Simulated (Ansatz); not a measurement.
Input and output of a self-consistent single point for TiRh₃ (P4mm, 4 atoms in the cell) (Ansatz, an electronic-structure program).

Level of theory: LDA (PW92), default PAW files made with PBE (plane waves; Ansatz).

The change in words: lattice scaled by 0.98; basis.ecutwfc: 420 eV → 1010 eV. Reference geometry:
```xyz
4
Lattice="3.8068 0.0000 0.0000 0.0000 3.8068 0.0000 0.0000 0.0000 3.8068" Properties=species:S:1:pos:R:3 pbc="T T T"
Ti     0.0000     0.0000     0.0500
Rh     1.9034     1.9034     0.0000
Rh     0.0000     1.9034     1.9034
Rh     1.9034     0.0000     1.9034
```

Reference input (self-consistent single point, DFT, LDA (PW92), plane waves, default PAW files made with PBE): basis.ecutwfc = 420 eV; kpoints.mp_grid.grid = 9 9 9; hamiltonian.xc = lda; hamiltonian.pseudopotentials = {kind: paw} (the program's default PAW files); scf.occupations.method = fermi_dirac; scf.occupations.width = 0.1 eV. This run's input differs from it in these lines:

Ansatz 0.2 input:
```diff
@@ -2,12 +2,12 @@
   lattice:
-    - [3.806840, 0.000000, 0.000000]
-    - [0.000000, 3.806840, 0.000000]
-    - [0.000000, 0.000000, 3.806840]
+    - [3.730703, 0.000000, 0.000000]
+    - [0.000000, 3.730703, 0.000000]
+    - [0.000000, 0.000000, 3.730703]
   atoms:
-    - { symbol: Ti, position_ang: [0.000000, 0.000000, 0.049999] }
-    - { symbol: Rh, position_ang: [1.903420, 1.903420, 0.000000] }
-    - { symbol: Rh, position_ang: [0.000000, 1.903420, 1.903420] }
-    - { symbol: Rh, position_ang: [1.903420, 0.000000, 1.903420] }
+    - { symbol: Ti, position_ang: [0.000000, 0.000000, 0.048999] }
+    - { symbol: Rh, position_ang: [1.865352, 1.865352, 0.000000] }
+    - { symbol: Rh, position_ang: [0.000000, 1.865352, 1.865352] }
+    - { symbol: Rh, position_ang: [1.865352, 0.000000, 1.865352] }
 basis:
-  ecutwfc: 420.0
+  ecutwfc: 1010.0
 kpoints:
```

Log, with long lists cut:

```
SCF iter   1: F=—  HF=-21288.911255 eV  |F-HF|=—  |Δ(HF+E_count)|=         —  Δρ=1.97e-2  dr2=2.89e-1  ethr=1.77e-3  ⟨swp⟩=5.2  Hψ=9254  notcnv=0
all-band conjugate gradients solve this SCF's bands
preconditioner: auto → Kerker (q_TF=auto, 2.818 Å⁻¹)
SCF iter   2: F=—  HF=-21288.887922 eV  |F-HF|=—  |Δ(HF+E_count)|=   2.33e-2  Δρ=9.42e-3  dr2=7.15e-2  ethr=4.59e-4  ⟨swp⟩=1.0  Hψ=3450  notcnv=0
SCF iter   3: F=—  HF=-21288.880555 eV  |F-HF|=—  |Δ(HF+E_count)|=   7.37e-3  Δρ=1.61e-3  dr2=2.15e-3  ethr=1.14e-4  ⟨swp⟩=1.1  Hψ=2858  notcnv=0
SCF iter   4: F=—  HF=-21288.880286 eV  |F-HF|=—  |Δ(HF+E_count)|=   2.70e-4  Δρ=2.67e-4  dr2=4.63e-5  ethr=3.41e-6  ⟨swp⟩=1.9  Hψ=3364  notcnv=0
SCF iter   5: F=—  HF=-21288.880288 eV  |F-HF|=—  |Δ(HF+E_count)|=   2.19e-6  Δρ=7.33e-5  dr2=1.21e-6  ethr=7.35e-8  ⟨swp⟩=2.3  Hψ=4222  notcnv=0
SCF iter   6: F=-21288.880288 eV  HF=-21288.880288 eV  |F-HF|=1.62e-8  |Δ(HF+E_count)|=   2.43e-7  Δρ=1.30e-5  dr2=5.08e-8  ethr=1.59e-10  ⟨swp⟩=5.6  Hψ=11953  notcnv=0
SCF 1 converged in 6 iterations: F = -21288.880288 eV  dr2 = 5.08e-8
Free energy (F): -21288.880288 eV
Internal energy: -21288.773580 eV  (E = F + TS)
E sigma→0 (E₀):  -21288.826934 eV
Entropy (-TS):   -0.106707 eV (-26.677 meV/atom)
Fermi energy:    22.160213 eV
--- Forces (eV/Å), atoms counted from 1 ---
  atom   1  Ti    -0.00000000     0.00000000    -0.34223772
  atom   2  Rh    -0.00000000     0.00000000     0.03394291
  atom   3  Rh     0.00000000     0.00000000     0.15414492
  atom   4  Rh     0.00000000     0.00000000     0.15414492
--- Stress (GPa, compression-positive) ---
        9.845868       0.000000       0.000000
        0.000000       9.845868       0.000000
        0.000000       0.000000       9.897579
  P = ⅓ Tr σ = 9.8631 GPa (98.631 kbar)
  The stress holds the Pulay correction. Without it, at fixed plane waves, as pw.x and ABINIT print it: P = 9.8616 GPa
```

The run converged in 6 iterations. Against the reference run the free energy rises by 2.5 meV/atom, the pressure goes from -7.16 to 9.86 GPa and the largest force goes from 0.235 to 0.342 eV/Å.

The starting cell comes from a database of computed structures (which also holds hypothetical and non-ambient phases and stackings), without a prior relaxation at this level. Its lattice was rescaled by up to half a per cent. One atom was moved a little off its site on purpose. For this run, on top of that: lattice scaled by 0.98. Spin polarisation is off. Ansatz's pressure includes its estimate of the finite-basis (Pulay) stress.

Cost on one core of a shared machine: roughly 40 s.
